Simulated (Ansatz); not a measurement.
**GaSb: energy against strain**

GaSb (zinc blende, F-43m, 28.533 Å³/atom at rest, cube axes along x, y and z) under a strain ε along a cube axis (axis z), the other axes held. PBEsol in Ansatz, a plane-wave DFT program (PAW, default set), 420 eV, 13×13×13 Γ-centred mesh, Fermi-Dirac smearing 0.05 eV; ions are relaxed within the symmetry of each cell.

Here s stands for strain and y for E less E0.

| strain (%) | E less E0 (meV/atom) |
|---|---|
| -3.00 | ? |
| -1.50 | 1.62 |
| -1.00 | 0.71 |
| -0.50 | 0.18 |
| 0.00 | 0.00 |
| 0.50 | 0.19 |
| 1.00 | 0.73 |
| 1.50 | 1.62 |

Q: Fit y against s with a parabola, and predict the withheld value at s = -3.00.

A: Least squares gives y = 0.003 + 0.0036·s + 0.7186·s². Residuals (row less fit): 0.006, -0.008, -0.001, -0.003, 0.006, 0.005, -0.005; standard error 0.007 (degrees of freedom: 4). Twice the quadratic coefficient over the volume, 2 × 0.7186 meV × 10⁴ × 0.1602 / 28.533 Å³, is the elastic constant C11 = 81 ± 0.3 GPa. At the withheld row, y = 0.003 + 0.0036 × (-3.0) + 0.7186 × (-3.0)² = 6.460 meV/atom. The calculation gives 6.60 meV/atom, 0.140 meV/atom above the prediction (2.1 % of the range of y in the table). The row lies outside the fitted rows, so this is an extrapolation. From the scatter of the fitted rows alone, a prediction at this place has a standard error of 0.026 meV/atom, so the miss is 5.4 times that.

One order more, fitted to all 13 runs of the series, follows each within 0.01, so the miss is the next term of a smooth law. This level leaves no gap over 0.05 eV at strain -1.50, -1.00, -0.50, 0.00, 0.50, 1.00, 1.50, where the mesh may be coarse. Rows are the converged runs of the series near zero and its far end; series whose fitted rows scatter by over a few per cent of the range, as at a crossing or softening among them, aren't shown in this form. Most that stay on the fit to the last digits aren't either.
